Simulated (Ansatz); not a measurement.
The reference is GaN in the wurtzite structure (space group P6_3mc, No. 186; a = 3.183 Å, c = 5.184 Å). Axes: x lies along a and z along c of the hexagonal cell.

All numbers come from Ansatz (a program for electronic structure), r2SCAN, PAW, cutoff 500 eV, spin-orbit coupling left out.

Strains are applied to the cell and any free atomic positions relax; under biaxial strain the out-of-plane vector relaxes too.

One change was made to it. Results:

The band gap drops by 0.18 eV to 2.17 eV; the valence-band top at Γ (three highest levels, from the VBM) goes from 0.00, 0.00, -0.04 eV to 0.00, -0.09, -0.09 eV; the electron mass changes from 0.17 mₑ along c, 0.19 mₑ across (at Γ) to 0.17 mₑ out of plane, 0.18 mₑ in plane (at Γ).

Q: Which of these changes matches the shifts?
A. biaxial strain +1.53 %, plane normal [001], relaxed out of plane
B. biaxial strain +3.84 %, plane normal [001], relaxed out of plane
C. isotropic strain +5.67 %
D. uniaxial strain ε_xx = +1.26 %

A: A, biaxial strain +1.53 %, plane normal [001], relaxed out of plane. For comparison, the band gap in the other runs: isotropic strain +5.67 % gives 1.21 eV; uniaxial strain ε_xx = +1.26 % gives 2.25 eV; biaxial strain +3.84 %, plane normal [001], relaxed out of plane gives 1.84 eV.

Effective masses come from finite differences of ±0.01 Å⁻¹. Whether these cells are dynamically stable was not tested.
